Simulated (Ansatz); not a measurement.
Amorphous cells of 8 compositions: the gap between the highest filled and lowest empty level at the zone centre, by PBE and by a single point of HSE06 on the same geometry (PBE, scalar-relativistic without spin-orbit coupling (plane waves to 420 eV, PAW; Ansatz, an electronic-structure program); exact exchange cut at the cells' faces). The networks come from melt-quench runs on the CHGNet potential at compositions and starting densities chosen by hand, with anions pushed apart in the CHGNet dynamics, and DFT then relaxed them. The cells are small and were quenched far faster than real films, so single cells scatter. Defect or tail levels can set these gaps. The rows are the first to finish with both values and no moments.

```tsv
cell	PBE gap x (eV)	HSE06 gap y (eV)
A (Ti20O43Al2, 3.65 g/cm3)	2.41	3.91
B (Ti20O42Si, 3.49 g/cm3)	2.67	4.14
C (Ti20O42Sn, 3.73 g/cm3)	2.72	4.29
D (Ti20O42Zr, 3.69 g/cm3)	2.74	4.27
E (Ti20O43B2, 3.47 g/cm3)	2.78	4.31
F (Ti20O42Hf, 3.88 g/cm3)	2.84	withheld
G (Zr20O42Sn, 5.34 g/cm3)	3.07	4.62
H (Zr20O41Be, 5.24 g/cm3)	3.54	5.10
```

Task: Fit a straight line through the 7 full rows and predict the withheld value for F (Ti20O42Hf, 3.88 g/cm3).

Result: Means: x = 2.847, y = 4.377. Slope = Σ(Δx Δy) / Σ(Δx²) = 0.8282 / 0.7843 = 1.06; the r.m.s. residual is 0.027. Prediction: 4.377 + 1.06 × (2.84 − 2.847) = 4.37. The run gave 4.40, 0.03 above the line.
